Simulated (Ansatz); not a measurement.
System: SnO₂ (Pbcn, No. 60, 36 atoms in the cell; start mp-555487; a measured phase of this formula has another space group). Method: r²SCAN+rVV10 (Ansatz, a first-principles code, PAW).

Numerical settings: plane-wave cutoff 560 eV, 6×6×2 k mesh (along the axes of the cell as run), Fermi–Dirac smearing 0.01 eV, scalar-relativistic PAW data made under PBE.

Cell (relaxed at this level):

```
CELL_PARAMETERS angstrom
      4.70314     0.00000     0.00000
      0.00000     5.74537     0.00000
      0.00000     0.00000    15.87591
ATOMIC_POSITIONS crystal
  Sn 0.99732 0.34711 0.41601
  Sn 0.00268 0.65289 0.58399
  Sn 0.50268 0.15289 0.91601
  Sn 0.49732 0.84711 0.08399
  Sn 0.49732 0.15289 0.58399
  Sn 0.50268 0.84711 0.41601
  Sn 0.00268 0.34711 0.08399
  Sn 0.99732 0.65289 0.91601
  Sn 0.00000 0.02837 0.25000
  Sn 0.00000 0.97163 0.75000
  Sn 0.50000 0.47163 0.75000
  Sn 0.50000 0.52837 0.25000
  O  0.21438 0.92800 0.86194
  O  0.78562 0.07200 0.13806
  O  0.28562 0.57200 0.36194
  O  0.71438 0.42800 0.63806
  O  0.71438 0.57200 0.13806
  O  0.28562 0.42800 0.86194
  O  0.78562 0.92800 0.63806
  O  0.21438 0.07200 0.36194
  O  0.27201 0.19824 0.69474
  O  0.72799 0.80176 0.30526
  O  0.22799 0.30176 0.19474
  O  0.77201 0.69824 0.80526
  O  0.77201 0.30176 0.30526
  O  0.22799 0.69824 0.69474
  O  0.72799 0.19824 0.80526
  O  0.27201 0.80176 0.19474
  O  0.70993 0.12436 0.47076
  O  0.29007 0.87564 0.52924
  O  0.79007 0.37564 0.97076
  O  0.20993 0.62436 0.02924
  O  0.20993 0.37564 0.52924
  O  0.79007 0.62436 0.47076
  O  0.29007 0.12436 0.02924
  O  0.70993 0.87564 0.97076
```

### Question
Estimate the band gap that the calculation returns.

### Answer

- band gap = 2.02 eV (on the SCF k mesh)

Note: the relaxation could not lower the start's symmetry, so the cell can be a saddle point above a distorted one.

Spin–orbit coupling is not included.

The computed numbers hold no vibrational or temperature effects.

The result took around 40 core-minutes (rough).

A start named mp-… is a Materials Project structure, which need not be a measured phase.
